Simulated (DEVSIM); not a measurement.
System: illuminated Ge p-on-n cell, one wavelength, at 300 K.

```csv
layer (left to right),material,thickness (μm),Nd (cm⁻³),Na (cm⁻³),τn (s),τp (s),absorption coefficient (cm⁻¹)
1,Ge,0.990,-,2.6e18,2.8e-5,3.4e-5,400
2,Ge,30.0,1.7e16,-,0.0001,0.0001,400
```

Left contact: ohmic, minority electron recombination velocity 4000 cm/s. Right contact: ohmic, minority hole recombination velocity 100 cm/s. Voltage is applied to the left contact. Recombination: SRH at mid-gap, radiative, Auger. Light enters at the left, 1.4e17 photons cm⁻² s⁻¹, one pass, no reflection. Mobility is constant in doping.

The device is made up for the run: typed textbook-type constants, with dimensions and the other settings drawn at random. Values at 300 K.

```
parameter           Ge
-------------  -------
gap (eV)         0.664
affinity (eV)        4
permittivity        16
Nc (cm⁻³)      1.04e19
Nv (cm⁻³)         6e18
μn (cm²/Vs)       3900
μp (cm²/Vs)       1900
B (cm³/s)      6.4e-14
Cn (cm⁶/s)       1e-31
Cp (cm⁶/s)       1e-31
```

DEVSIM, 1D drift-diffusion, Boltzmann statistics, complete ionisation; no tunnelling, impact ionisation, image-force lowering or self-heating.

Task: Tabulate band edges, carrier densities and field at zero bias, in the dark.

Result: Energies count from the Fermi level of the right contact; mesh points crowd at the junctions.

| x (μm) | Ec (eV) | Ev (eV) | n (cm⁻³) | p (cm⁻³) | field (V/cm) |
|---|---|---|---|---|---|
| 0.000 | 0.642 | -0.022 | 1.7e8 | 2.6e18 | ≈ 0 |
| 0.03182 | 0.642 | -0.022 | 1.7e8 | 2.6e18 | ≈ 0 |
| 0.09877 | 0.642 | -0.022 | 1.7e8 | 2.6e18 | ≈ 0 |
| 0.2549 | 0.642 | -0.022 | 1.7e8 | 2.6e18 | ≈ 0 |
| 0.6757 | 0.642 | -0.022 | 1.7e8 | 2.6e18 | ≈ 0 |
| 0.8590 | 0.642 | -0.022 | 1.7e8 | 2.6e18 | ≈ 0 |
| 0.9461 | 0.642 | -0.022 | 1.7e8 | 2.6e18 | ≈ 0 |
| 0.9910 | 0.603 | -0.061 | 7.8e8 | 5.6e17 | -70000 |
| 1.025 | 0.464 | -0.200 | 1.7e11 | 2.6e15 | -33000 |
| 1.099 | 0.277 | -0.387 | 2.4e14 | 1.9e12 | -18000 |
| 1.279 | 0.167 | -0.497 | 1.6e16 | 2.7e10 | -440 |
| 1.908 | 0.166 | -0.498 | 1.7e16 | 2.6e10 | ≈ 0 |
| 3.182 | 0.166 | -0.498 | 1.7e16 | 2.6e10 | ≈ 0 |
| 5.973 | 0.166 | -0.498 | 1.7e16 | 2.6e10 | ≈ 0 |
| 16.59 | 0.166 | -0.498 | 1.7e16 | 2.6e10 | ≈ 0 |
| 24.63 | 0.166 | -0.498 | 1.7e16 | 2.6e10 | ≈ 0 |
| 28.30 | 0.166 | -0.498 | 1.7e16 | 2.6e10 | ≈ 0 |
| 29.81 | 0.166 | -0.498 | 1.7e16 | 2.6e10 | ≈ 0 |
| 30.63 | 0.166 | -0.498 | 1.7e16 | 2.6e10 | ≈ 0 |
| 30.84 | 0.166 | -0.498 | 1.7e16 | 2.6e10 | ≈ 0 |
| 30.94 | 0.166 | -0.498 | 1.7e16 | 2.6e10 | ≈ 0 |
| 30.99 | 0.166 | -0.498 | 1.7e16 | 2.6e10 | ≈ 0 |
